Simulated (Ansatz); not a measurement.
```xyz
4
Lattice="3.0920 0.0000 0.0000 -1.5460 2.6777 0.0000 0.0000 0.0000 5.0134" Properties=species:S:1:pos:R:3 pbc="T T T"
Si     0.0000     1.7851     5.0080
Si     1.5460     0.8926     2.5013
C      0.0000     1.7851     1.8854
C      1.5460     0.8926     4.3921
```

No spin polarisation.

Computed with DFT with PBE, PAW potentials and a 420 eV plane-wave cutoff in Ansatz (a quantum-chemistry and plane-wave program), spin-orbit coupling left out. Settings: 12×12×7 k-points, 0.05 eV Fermi–Dirac smearing.

Question: Predict the space group and pressure.

Answer: The space group is P6_3mc (No. 186) and the pressure (mean of the normal stresses, compression positive) comes out as 2.61 GPa.

The cells carry an imposed strain or load. No phonon test of stability was made. The cell was made from SiC in the wurtzite structure (space group P6_3mc, No. 186) by this change: uniaxial strain ε_zz = −1.20 %.
